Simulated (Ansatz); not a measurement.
The structure below was relaxed with PBEsol (Ansatz, an electronic-structure program), without spin-orbit coupling, at pressure 9 GPa.

Space group Pm-3m (No. 221); a = 3.8589 Å, b = 3.8589 Å, c = 3.8589 Å, α = 90.00°, β = 90.00°, γ = 90.00°

| atom | site | symmetry | x | y | z |
|---|---|---|---|---|---|
| Ti | 1a | m-3m | 0.0000 | 0.0000 | 0.0000 |
| Pt | 3c | 4/mm.m | 0.0000 | 0.5000 | 0.5000 |

Q: Write out a cell with all atoms.

A: 
```xyz
4
Lattice="3.8589 0.0000 0.0000 0.0000 3.8589 0.0000 0.0000 0.0000 3.8589" Properties=species:S:1:pos:R:3 pbc="T T T"
Ti     0.0000     0.0000     0.0000
Pt     0.0000     1.9295     1.9295
Pt     1.9295     0.0000     1.9295
Pt     1.9295     1.9295     0.0000
```
This is the conventional cell.

Load acts through the strain it causes; cell and atoms are relaxed under it. No phonon test of stability was made. No other phases were tried under pressure. All final runs are without spin polarisation. The cell was made from TiPt3 in the Cu3Au type structure (space group Pm-3m, No. 221) by this change: pressure 9 GPa.
